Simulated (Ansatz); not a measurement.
Electronic density of states of amorphous Ga24O38Sn, density 5.06 g/cm³, on a 2×2×2 Γ-centred mesh with a Gaussian width of 0.1 eV; energies count from the Fermi level, whose place inside the gap is arbitrary. Cell and mesh are small, so fine structure isn't converged. Level of theory: PBE, scalar-relativistic without spin-orbit coupling (plane waves to 420 eV, PAW; Ansatz, a quantum-chemistry and plane-wave program). Sampling: a 2×2×2 Γ-centred mesh; Fermi-Dirac width 0.02 eV; no spin polarisation. At PBE the levels at the filled edge of the gap are localised (band-tail or defect states), and the nearest spread-out levels lie 1.9 eV apart at the zone centre.

A CHGNet melt-quench gave the starting glass, which DFT then relaxed. O atoms were pushed apart under 1.9 Å during the dynamics, to hinder bonds among them. The hot cell started wider than the set density and was brought back towards it in steps. It is the lowest in DFT energy of 2 quenches. It is a model cell: composition and starting density were chosen by hand, and all elements were melted together. No dispersion term was used. Its density started from a set value of 5.06 and ended at 5.06 g/cm³. Cooling (nominally 220 K/ps over its main leg) ran many orders faster than in experiment, which tends to leave more defects and strain. A cell of this size samples the disorder only roughly. The volume was held where the preparation left it and the shape relaxed, at a PBE pressure of 1.9 GPa. Stress components on the final sampling reach 2.0 GPa.

(E - EF (eV), states/(eV atom)): (-12.00, 0.00); (-11.90, 0.00); (-11.80, 0.00); (-11.70, 0.00); (-11.60, 0.00); (-11.50, 0.00); (-11.40, 0.00); (-11.30, 0.00); (-11.20, 0.00); (-11.10, 0.00); (-11.00, 0.00); (-10.90, 0.00); (-10.80, 0.00); (-10.70, 0.00); (-10.60, 0.00); (-10.50, 0.00); (-10.40, 0.00); (-10.30, 0.00); (-10.20, 0.00); (-10.10, 0.00); (-10.00, 0.00); (-9.90, 0.00); (-9.80, 0.00); (-9.70, 0.00); (-9.60, 0.00); (-9.50, 0.00); (-9.40, 0.00); (-9.30, 0.00); (-9.20, 0.00); (-9.10, 0.00); (-9.00, 0.00); (-8.90, 0.00); (-8.80, 0.00); (-8.70, 0.00); (-8.60, 0.00); (-8.50, 0.00); (-8.40, 0.01); (-8.30, 0.06); (-8.20, 0.13); (-8.10, 0.09); (-8.00, 0.04); (-7.90, 0.12); (-7.80, 0.25); (-7.70, 0.31); (-7.60, 0.36); (-7.50, 0.37); (-7.40, 0.36); (-7.30, 0.33); (-7.20, 0.34); (-7.10, 0.34); (-7.00, 0.33); (-6.90, 0.32); (-6.80, 0.28); (-6.70, 0.35); (-6.60, 0.32); (-6.50, 0.26); (-6.40, 0.24); (-6.30, 0.23); (-6.20, 0.28); (-6.10, 0.28); (-6.00, 0.23); (-5.90, 0.30); (-5.80, 0.29); (-5.70, 0.25); (-5.60, 0.26); (-5.50, 0.31); (-5.40, 0.45); (-5.30, 0.49); (-5.20, 0.49); (-5.10, 0.47); (-5.00, 0.49); (-4.90, 0.52); (-4.80, 0.51); (-4.70, 0.49); (-4.60, 0.53); (-4.50, 0.56); (-4.40, 0.50); (-4.30, 0.49); (-4.20, 0.57); (-4.10, 0.57); (-4.00, 0.58); (-3.90, 0.59); (-3.80, 0.62); (-3.70, 0.62); (-3.60, 0.59); (-3.50, 0.61); (-3.40, 0.67); (-3.30, 0.69); (-3.20, 0.63); (-3.10, 0.61); (-3.00, 0.58); (-2.90, 0.59); (-2.80, 0.76); (-2.70, 0.79); (-2.60, 0.72); (-2.50, 0.75); (-2.40, 0.81); (-2.30, 0.82); (-2.20, 0.84); (-2.10, 0.90); (-2.00, 0.94); (-1.90, 0.89); (-1.80, 0.83); (-1.70, 0.83); (-1.60, 0.86); (-1.50, 0.83); (-1.40, 0.71); (-1.30, 0.62); (-1.20, 0.41); (-1.10, 0.26); (-1.00, 0.14); (-0.90, 0.03); (-0.80, 0.07); (-0.70, 0.16); (-0.60, 0.08); (-0.50, 0.01); (-0.40, 0.00); (-0.30, 0.00); (-0.20, 0.00); (-0.10, 0.00); (0.00, 0.00); (0.10, 0.00); (0.20, 0.00); (0.30, 0.00); (0.40, 0.00); (0.50, 0.00); (0.60, 0.02); (0.70, 0.02); (0.80, 0.00); (0.90, 0.00); (1.00, 0.00); (1.10, 0.00); (1.20, 0.00); (1.30, 0.00); (1.40, 0.00); (1.50, 0.00); (1.60, 0.01); (1.70, 0.06); (1.80, 0.07); (1.90, 0.06); (2.00, 0.03); (2.10, 0.01); (2.20, 0.03); (2.30, 0.07); (2.40, 0.07); (2.50, 0.10); (2.60, 0.09); (2.70, 0.06); (2.80, 0.09); (2.90, 0.07); (3.00, 0.06); (3.10, 0.05); (3.20, 0.06); (3.30, 0.09); (3.40, 0.10); (3.50, 0.13); (3.60, 0.18); (3.70, 0.17); (3.80, 0.13); (3.90, 0.15); (4.00, 0.19); (4.10, 0.21); (4.20, 0.21); (4.30, 0.23); (4.40, 0.24); (4.50, 0.27); (4.60, 0.23); (4.70, 0.24); (4.80, 0.34); (4.90, 0.33); (5.00, 0.31); (5.10, 0.32); (5.20, 0.32); (5.30, 0.32); (5.40, 0.29); (5.50, 0.31); (5.60, 0.32); (5.70, 0.33); (5.80, 0.35); (5.90, 0.34); (6.00, 0.35); (6.10, 0.34); (6.20, 0.33); (6.30, 0.32); (6.40, 0.27); (6.50, 0.25); (6.60, 0.30); (6.70, 0.30); (6.80, 0.31); (6.90, 0.32); (7.00, 0.31); (7.10, 0.32); (7.20, 0.40); (7.30, 0.40); (7.40, 0.33); (7.50, 0.30); (7.60, 0.32)

The level gap on this mesh is 1.33 eV; the broadening fills part of it in the curve.
